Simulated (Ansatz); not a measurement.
WB (Cmcm, No. 63; cell taken from a computed entry) was calculated with PBEsol (PAW; Ansatz, an electronic-structure program).

Settings: plane-wave cutoff 520 eV, 20×20×20 k mesh, Fermi–Dirac smearing 0.067 eV (set by the program), no spin polarisation, scalar-relativistic PAW data made under PBE.

Computed at the level's own relaxed cell.

Elastic tensor (GPa, Voigt notation, ions relaxed):

```
  568.6   268.1   230.6     0.0     0.0     0.0
  268.1   559.4   261.9     0.0     0.0     0.0
  230.6   261.9   584.0     0.0     0.0     0.0
    0.0     0.0     0.0   220.7     0.0     0.0
    0.0     0.0     0.0     0.0   263.6     0.0
    0.0     0.0     0.0     0.0     0.0   241.9
```

### Question
Work out the Voigt, Reuss and Hill averages of the bulk and shear moduli, Young's modulus and Poisson's ratio from the printed constants.

### Answer
K_V = [C11 + C22 + C33 + 2(C12 + C13 + C23)]/9 = [1712.0 + 2 × 760.6]/9 = 359.2 GPa. G_V = [1712.0 − 760.6 + 3 × 726.2]/15 = 208.7 GPa. From the compliances S = C⁻¹, K_R = 359.2 and G_R = 198.5 GPa. Hill means: K = 359.2, G = 203.6 GPa. E = 9KG/(3K + G) = 514 GPa, ν = (3K − 2G)/(6K + 2G) = 0.26, K/G = 1.76.

Note: the relaxation could not lower the start's symmetry, so the cell can be a saddle point above a distorted one.

Spin–orbit coupling is not included.

Static lattice: no zero-point or thermal effects.
